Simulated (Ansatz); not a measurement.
# A computed series for VSi2: point defects

The reference is a 9-atom supercell of VSi2 (space group P6_222, No. 180; a = 4.523 Å, c = 6.320 Å) at its relaxed geometry.

One neutral defect a cell, atoms relaxed at fixed cell.

The values are results of PBEsol/PAW in Ansatz (a program for electronic structure), no spin-orbit coupling, not measurements.

```tsv
change	pressure	largest displacement of a host atom from its site in the perfect cell
perfect supercell	0.0 GPa	–
Si on a V site (antisite), symmetric start	6.2 GPa	0.04 Å
Sc on a V site	(withheld)	(withheld)
Mo on a Si site, symmetric start	8.9 GPa	0.25 Å
```

Problem. Complete the table.

Solution. 
- Sc on a V site, pressure: 15.3 GPa
- Sc on a V site, largest displacement of a host atom from its site in the perfect cell: 0.06 Å

The magnetic state is the one reached from the starting moments; the real material's order can differ, and small cells can't hold many antiferromagnetic ones. In so small a cell the defect repeats every few ångströms: this is an ordered compound, not a dilute defect. Defects with a symmetric start kept the site's symmetry and may sit on a saddle; the others started slightly shaken. Starting moments died away, wholly or in part, for Si on a V site (antisite), the base, Sc on a V site and Mo on a Si site; another magnetic solution may exist. Spin-polarised in the final run: Si on a V site (antisite), Sc on a V site and Mo on a Si site; the other runs are not. An odd electron count without spin: VSi2.
